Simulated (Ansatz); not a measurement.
Terminations of the (110) surface of bcc Nb, measured from the surface 'clean 1x1'. Atoms come from or go to: Cl: ½ Cl2(g), Ga: alpha gallium, Hf: hcp Hf, In: tetragonal indium, Nb: bcc Nb, Os: hcp Os, Pb: fcc Pb, Re: hcp Re, Rh: fcc Rh. ΔE is the energy of forming the row's surface from that one (negative: more stable at these reservoirs); the vacuum level's shift is aligned on the shared bottom. No zero-point or thermal terms. These are constructed structures in small cells; real faces may alloy, dewet or reconstruct in larger ones, and not all known structures of the face are among them. Slabs of about 12 Å with all that they carry, Fermi-Dirac smearing of 0.1 eV. Bottom of the slabs: a bare face, its two planes held. Relaxed from the named starts with such symmetry as they have, on meshes of like density; energies extrapolated to zero smearing; no spin-orbit coupling, no U. Spin-polarised runs, if any, are marked in brackets, and their order is one that fits the cell; the others ran without spin. A dash marks a value that is undefined for that row (no clear gap, or no work function of a gapped slab) or was not read reliably on its mesh.

Level of theory: PBE (plane waves to 420 eV, PAW; Ansatz, a first-principles code).

```csv
surface,atoms added per 1x1,ΔE per 1x1 (eV),shift of the vacuum level (eV),work function (eV)
"a cell of two sites (a+b, b-a) layer of In, one a cell, on the site that continues the host's stacking",+0.5 In,-0.29,-0.21,4.27
a layer of Os in place of the second plane,"-1 Nb, +1 Os",?,-0.13,4.37
"p(2x2), one Nb site of the top plane empty",-0.25 Nb,?,-0.55,3.95
"a cell of two sites (a+b, b-a) surface alloy, Pb on one Nb site of the top plane","-0.5 Nb, +0.5 Pb",-0.39,-0.52,3.97
one row in 4 of the top plane missing,-0.25 Nb,?,-0.50,3.99
a layer of Re in place of the third plane,"-1 Nb, +1 Re",-0.38,0.02,4.50
"a cell of two sites (a+b, b-a) layer of Cl, one a cell, on the site that continues the host's stacking",+0.5 Cl,?,-0.42,4.07
a layer of Hf in place of the third plane,"+1 Hf, -1 Nb",0.31,-0.05,4.44
a pseudomorphic layer of Os in the host's stacking,+1 Os,0.37,0.10,4.59
a pseudomorphic layer of Rh in the host's stacking,+1 Rh,-0.57,-0.01,4.48
a layer of Ga in place of the third plane,"+1 Ga, -1 Nb",-0.41,0.03,4.52
"a cell of two sites (a+b, b-a) layer of Pb, one a cell, on the site that continues the host's stacking",+0.5 Pb,-0.41,-0.15,4.33
```

Question: Complete the blanks.

Answer: 
- a layer of Os in place of the second plane, ΔE per 1x1 (eV): 0.10
- p(2x2), one Nb site of the top plane empty, ΔE per 1x1 (eV): 0.35
- one row in 4 of the top plane missing, ΔE per 1x1 (eV): 0.20
- a cell of two sites (a+b, b-a) layer of Cl, one a cell, on the site that continues the host's stacking, ΔE per 1x1 (eV): -1.52
